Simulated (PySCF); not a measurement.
PySCF 2.14.0, unrestricted TPSSH/def2-svpd, df: Pb(I)2 anion ([I][Pb][I]), charge -1, multiplicity 2, 3 atoms. The geometry is a generated start, not checked to be a minimum at this level.

```yaml
task: energy
method: tpssh
basis: def2-svpd
two_electron_scheme: density fitting
mol.max_memory: 3000 MB
mf.max_cycle: 100
mf.conv_tol: 1e-09 (default)
mf.grids.level: 3 (default)
effective_core_potentials: those of the basis set, past Kr
basis_functions: 102
grid_points: 67144
```

```xyz
3

Pb     0.0332     0.0172     1.1358
I      1.0582    -1.8661    -0.5728
I     -1.0914     1.8489    -0.5629
```

Charge -1 and multiplicity 2 are set for this test and not shown to be the ground state.

With the defaults (mf.DIIS = CDIIS, mf.diis = true, mf.init_guess = minao, mf.diis_space = 8, mf.level_shift = 0, mf.damp = 0, mf.diis_start_cycle = 1) it converges in 15 Fock builds. One run each on 2 threads, 1 BLAS thread, with these changes:
- mf.init_guess = huckel
- mf.init_guess = atom
- mf.init_guess = mod_huckel
- mf.diis = false
- mf.diis_space = 12
- mf.level_shift = 0.3 Hartree
- mf.diis = false, mf.damp = 0.7, mf.diis_start_cycle = 999
- mf.DIIS = EDIIS
- mf.diis_space = 3

**Question.** Name the settings that don't reach the solution of the defaults.

**Answer.** No convergence: mf.DIIS = EDIIS; mf.diis = false (the run ends without SCF convergence in 100 cycles). The rest reach the solution of the defaults.

```tsv
setting	Fock builds	end
mf.init_guess = atom	12	same solution
mf.init_guess = mod_huckel	13	same solution
mf.init_guess = huckel	14	same solution
the defaults	15	same solution
mf.diis_space = 12	15	same solution
mf.diis_space = 3	19	same solution
mf.level_shift = 0.3 Hartree	24	same solution
mf.diis = false, mf.damp = 0.7, mf.diis_start_cycle = 999	32	same solution
mf.DIIS = EDIIS	101	no convergence
mf.diis = false	101	no convergence
```
